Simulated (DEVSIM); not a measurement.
Structure: abrupt Ge n-p junction, at 300 K.

```
layer (left to right)  material  thickness (μm)  Nd (cm⁻³)  Na (cm⁻³)  τn (s)  τp (s)
---------------------  --------  --------------  ---------  ---------  ------  ------
1                            Ge            26.0     2.9e16          -  1.7e-5  1.7e-5
2                            Ge             170          -     1.7e14  1.7e-5  1.7e-5
```

Left contact: ohmic. Right contact: ohmic. Voltage is applied to the left contact. Recombination: SRH at mid-gap. Mobility is μmin + (μ − μmin)/(1 + (N/Nref)^α).

This is a model device: material constants are rounded textbook-type values typed into the input, and sizes, dopings and lifetimes were drawn at random. Values at 300 K.

| parameter | Ge |
|---|---|
| gap (eV) | 0.664 |
| affinity (eV) | 4 |
| permittivity | 16 |
| Nc (cm⁻³) | 1.04e19 |
| Nv (cm⁻³) | 6e18 |
| μn (cm²/Vs) | 3900 |
| μp (cm²/Vs) | 1900 |
| μn,min | 150 |
| μp,min | 100 |
| Nref,n | 2.6e17 |
| Nref,p | 4e17 |
| αn | 0.56 |
| αp | 0.6 |

Simulated with DEVSIM: 1D drift-diffusion, Boltzmann statistics, complete ionisation; no tunnelling, impact ionisation, image-force lowering or self-heating.

The thickness of layer 1 was swept, all else fixed.

| thickness of layer 1 (μm) | dark forward voltage at 100 A/cm² (V) |
|---|---|
| 5.2 | 0.878 |
| 9.1 | 0.794 |
| 16 | 0.725 |
| 26 | 0.676 |
| 44 | 0.638 |
| 78 | 0.615 |
| 130 | 0.616 |

From the first row to the last the dark forward voltage at 100 A/cm² goes from 0.878 to 0.616.
